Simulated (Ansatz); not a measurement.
# What biaxial strain −2.25 %, plane normal [001], relaxed out of plane does to Na3Sb

The parent structure is Na3Sb (space group P6_3/mmc, No. 194; a = 5.312 Å, c = 9.453 Å). Axes: x lies along a and z along c of the hexagonal cell.

The change: biaxial strain −2.25 %, plane normal [001], relaxed out of plane (Cartesian); in-plane vectors clamped, the third vector and the atoms free.

All numbers come from PBEsol (Ansatz, a quantum-chemistry and plane-wave program, PAW, no spin-orbit coupling). Settings: 10×10×5 k-points, 0.05 eV Fermi–Dirac smearing.

* **Volume per atom**: 27.72 Å³ (base 28.88 Å³)
* **Space group**: P6_3/mmc (No. 194) (base P6_3/mmc (No. 194))
* **Pressure (mean of the normal stresses, compression positive)**: 0.98 GPa (base 0.00 GPa)
* **Band gap**: 0.47 eV (base 0.43 eV)
* **Gap character**: direct at Γ (base direct at Γ)
* **Width of the top valence band**: 0.99 eV (base 0.92 eV)
* **Electron mass**: 0.081 mₑ out of plane, 0.069 mₑ in plane (at Γ) (base 0.076 mₑ along c, 0.061 mₑ across (at Γ))
* **Valence-band top at Γ (three highest levels, from the VBM)**: 0.00, 0.00, -0.15 eV (base 0.00, 0.00, -0.16 eV)
* **Out-of-plane strain**: +0.47 %
* **Ratio −ε⊥/ε∥**: 0.21

Spin-orbit coupling, missing from the scalar runs, can matter with Sb. Masses are band curvatures over ±0.01 Å⁻¹ around the edge. No phonon test of stability was made.
